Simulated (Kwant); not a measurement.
Kwant, Hückel tight-binding model, one pz orbital an atom, one spin, coherent transport at 0 K. Conductance is in e²/h.

Model system: π system c1ccc2c(c1)-c1cccc3cccc-2c13 between two chain leads. The π system is taken as planar. Atoms are numbered from 0 in the order of the SMILES. Site energies (eV, carbon 0): [0.0, 0.0, 0.0, 0.0, 0.0, 0.0, 0.0, 0.0, 0.0, 0.0, 0.0, 0.0, 0.0, 0.0, 0.0, 0.0]. Bonds (i, j, β in eV): (0,1,-2.4) (1,2,-2.4) (2,3,-2.4) (3,4,-2.4) (4,5,-2.4) (4,6,-2.4) (6,7,-2.4) (7,8,-2.4) (8,9,-2.4) (9,10,-2.4) (10,11,-2.4) (11,12,-2.4) (12,13,-2.4) (13,14,-2.4) (14,15,-2.4) (5,0,-2.4) (15,6,-2.4) (14,3,-2.4) (15,10,-2.4). Leads: chains of hopping −3.6 eV, joined by −0.48 eV to atoms 8 and 9.

Site energies and bond integrals are typed Hückel values.

Sweep values stay those of the base run.

One input was changed, with this effect: transmission at E = 0 0.0013 → < 1e-12.

### Question
Which change was it?
(A) contacts moved from atoms [8, 9] to [8, 12]
(B) contacts moved from atoms [8, 9] to [2, 7]
(C) contacts moved from atoms [8, 9] to [8, 11]
(D) contacts moved from atoms [8, 9] to [0, 9]
(E) contacts moved from atoms [8, 9] to [2, 9]
(F) contacts moved from atoms [8, 9] to [0, 13]

### Answer
A, contacts moved from atoms [8, 9] to [8, 12]
